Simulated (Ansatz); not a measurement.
# Response to strain in HfN

Base system: HfN in the rock salt structure (space group Fm-3m, No. 225; a = 4.502 Å; relaxed with 0.1 eV smearing). Axes: x, y, z lie along the cube axes.

Strains are applied to the cell and any free atomic positions relax; under biaxial strain the out-of-plane vector relaxes too; under stress the whole cell relaxes.

Method: Ansatz (a program for electronic structure) PBEsol, no spin-orbit coupling.

Notes on the quantities. energy relative to the base: free energy F; pressure: mean of the normal stresses, compression positive.

| variant | space group | energy relative to the base | volume per atom | pressure |
|---|---|---|---|---|
| base | Fm-3m (No. 225) | 0 meV/atom | 11.40 Å³ | 0.0 GPa |
| biaxial strain −3.87 %, plane normal [001], relaxed out of plane | I4/mmm (No. 139) | +87 meV/atom | 10.69 Å³ | 23.3 GPa |
| biaxial strain −3.00 %, plane normal [001], relaxed out of plane | I4/mmm (No. 139) | +51 meV/atom | 10.85 Å³ | 17.1 GPa |
| biaxial strain −1.11 %, plane normal [001], relaxed out of plane | I4/mmm (No. 139) | (withheld) | (withheld) | (withheld) |
| uniaxial stress, 5 GPa tension along x | I4/mmm (No. 139) | +1.6 meV/atom | 11.48 Å³ | – |
| tensor shear ε_xz = −1.35 % | Immm (No. 71) | +3.2 meV/atom | 11.40 Å³ | 0.1 GPa |

**Question.** Some entries are withheld; estimate them.

**Answer.** 
- biaxial strain −1.11 %, plane normal [001], relaxed out of plane, energy relative to the base: +6.4 meV/atom
- biaxial strain −1.11 %, plane normal [001], relaxed out of plane, volume per atom: 11.20 Å³
- biaxial strain −1.11 %, plane normal [001], relaxed out of plane, pressure: 5.6 GPa

Beyond what the load breaks, stability against distortions was not tested. The final runs are not spin-polarised. An odd electron count without spin: HfN.
